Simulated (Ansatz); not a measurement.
Input:

```xyz
2
Lattice="3.2047 0.0000 0.0000 -1.6024 2.7754 0.0000 1.6024 -0.9251 2.6166" Properties=species:S:1:pos:R:3 pbc="T T T"
B      0.0000     0.0000     0.0000
P      0.0000     1.8502     0.6542
```

Space group of this cell: F-43m, zinc blende. The cell is taken as given.

Method: r2SCAN (plane waves, PAW; Ansatz, an electronic-structure program).

The current runs along the normal of the first two printed vectors; no spin-orbit coupling. Scaled by the factor s: the length along the current (ions clamped). Meshes 12×12×12 and 12×12 across the current in all rows.

```json
[
 {"s": "0.97", "mean pressure (GPa)": "6.3", "slowest mid-gap decay constant κ (1/Å)": "?"},
 {"s": "1.00", "mean pressure (GPa)": "0.5", "slowest mid-gap decay constant κ (1/Å)": "0.139"},
 {"s": "1.03", "mean pressure (GPa)": "-4.1", "slowest mid-gap decay constant κ (1/Å)": "0.127"}
]
```

Q: Take the slope of the slowest mid-gap decay constant κ against ln s from the two given rows, extrapolate to s = 0.97, and say what the run there gives.

A: Slope = (0.127 − 0.139) / ln 1.03 = -0.406 1/Å. The line gives 0.139 + (-0.406) × ln 0.97 = 0.151 1/Å. The run gives 0.153 1/Å, 0.002 1/Å over the line, 13 % of the predicted step.
